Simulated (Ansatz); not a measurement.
Consider Au in the fcc (Cu type) structure (space group Fm-3m, No. 225; relaxed with 0.1 eV smearing).

```yaml
crystal:
  lattice:
    - [0.00000, 2.04148, 2.04148]
    - [2.04148, 0.00000, 2.04148]
    - [2.04148, 2.04148, 0.00000]
  atoms:
    - { symbol: Au, position: [0.00000, 0.00000, 0.00000] }
```

Cartesian axes are those of the cell as printed.

All numbers come from PBEsol in Ansatz (plane waves to 420 eV, PAW, scalar-relativistic without spin-orbit coupling).

Now apply this change: tensor shear ε_xy = +0.57 % (engineering shear γ = 0.0114); the atoms relax in the strained cell.

Task: How does this affect the stress and energy relative to the base?

Result: The stress (xx, yy, zz, yz, xz, xy; compression positive) amounts to (0.0, 0.0, 0.0, 0.0, 0.0, -0.4) GPa; the energy stays essentially unchanged.

Stability against distortions was not tested.

Ansatz is a first-principles code.
